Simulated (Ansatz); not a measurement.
Start from HgS in the zinc blende structure (space group F-43m, No. 216; a = 5.8759 Å). Axes: x, y, z lie along the cube axes.

Computed with PBEsol, PAW, 420 eV (Ansatz, a quantum-chemistry and plane-wave program; spin-orbit coupling left out).

Before the change:

| Item | Value |
|---|---|
| Volume per atom | 25.36 Å³ |
| Pressure | 0.0 GPa |

Now apply this change: biaxial strain −2.00 %, plane normal [001], relaxed out of plane (Cartesian); in-plane vectors clamped, the third vector and the atoms free.

Predict the new volume per atom, pressure and energy relative to the base.

The volume per atom falls by 0.265 Å³ (25.36 Å³ → 25.09 Å³); the pressure (mean of the normal stresses, compression positive) goes from zero to 0.6 GPa; the energy rises by 2.7 meV/atom.

No phonon test of stability was made. All final runs are without spin polarisation.
